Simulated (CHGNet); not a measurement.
**AlB2-type HfB₂**

Method: the machine-learned potential CHGNet 0.3.0 (trained on PBE and PBE+U data).

Cell (relaxed at this level):

```yaml
crystal:
  lattice:
    - [3.14353, 0.00000, 0.00000]
    - [-1.57176, 2.72237, 0.00000]
    - [0.00000, 0.00000, 3.50004]
  atoms:
    - { symbol: Hf, position: [0.00000, 0.00000, 0.00000] }
    - { symbol: B, position: [0.66667, 0.33333, 0.50000] }
    - { symbol: B, position: [0.33333, 0.66667, 0.50000] }
```

```yaml
lattice_parameter_a: 3.144 Å
c axis length: 3.500 Å
volume_per_atom: 9.98 Å³/atom
```

Measured, for comparison: lattice constant a 3.14 Å, lattice parameter c 3.48 Å (temperature not stated, copied from a table, unchecked, not corrected to a static lattice; as tabulated in Journal of Nuclear Materials 21, 14 (1967)); equilibrium volume per atom 9.91 Å³/atom (room temperature, not corrected to a static lattice; as tabulated in Burrage et al. (2022), doi:10.3390/ma15082762). Computed (rounded) less measured: lattice constant a not scored (unchecked), lattice parameter c not scored (unchecked), equilibrium volume per atom +0.7 %.

A machine-learned potential is trained on density-functional data: it inherits that level's misses and adds fitting errors of its own.
